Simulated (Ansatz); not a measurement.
SmPd3 (Pm-3m, No. 221), treated with r²SCAN in Ansatz (PAW).

Settings: plane-wave cutoff 500 eV, 14×14×14 k mesh, Fermi–Dirac smearing 0.1 eV, spin-polarised start, scalar-relativistic PAW data made under PBE.

Computed at the level's own relaxed cell.

Q: Give the computed equilibrium volume per atom and lattice constant a.

A: 
* **equilibrium volume per atom**: 17.89 Å³/atom
* **lattice constant a**: 4.151 Å

Note: the magnetic order was assumed, not searched for or taken from measurement; the 4f shell is treated without U or exact exchange, so its levels and filling can be wrong.

Spin–orbit coupling is not included.

Static lattice: no zero-point or thermal effects.

Computing time: very roughly 10 core-minutes.

Ansatz is a quantum-chemistry and plane-wave program.
